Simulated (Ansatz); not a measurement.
The structure below was relaxed with DFT with r2SCAN, PAW potentials and a 500 eV plane-wave cutoff in Ansatz (a quantum-chemistry and plane-wave program), without spin-orbit coupling, at pressure 3 GPa.

```yaml
crystal:
  lattice:
    - [2.91227, 0.00000, 0.00000]
    - [-1.45614, 2.52210, 0.00000]
    - [0.00000, 0.00000, 4.59772]
  atoms:
    - { symbol: Ti, position: [0.33333, 0.66667, 0.75000] }
    - { symbol: Ti, position: [0.66667, 0.33333, 0.25000] }
```

Find the space group and the Wyckoff positions.

Space group P6₃/mmc (No. 194); a = b = 2.9123 Å, c = 4.5977 Å, α = β = 90.00°, γ = 120.00°

```json
[
 {"atom": "Ti", "site": "2d", "symmetry": "-6m2", "x": "0.6667", "y": "0.3333", "z": "0.2500"}
]
```

Load acts through the strain it causes; cell and atoms are relaxed under it. Stability against distortions was not tested. All final runs are without spin polarisation. The cell was made from Ti in the hcp (Mg type) structure (space group P6_3/mmc, No. 194) by this change: pressure 3 GPa.
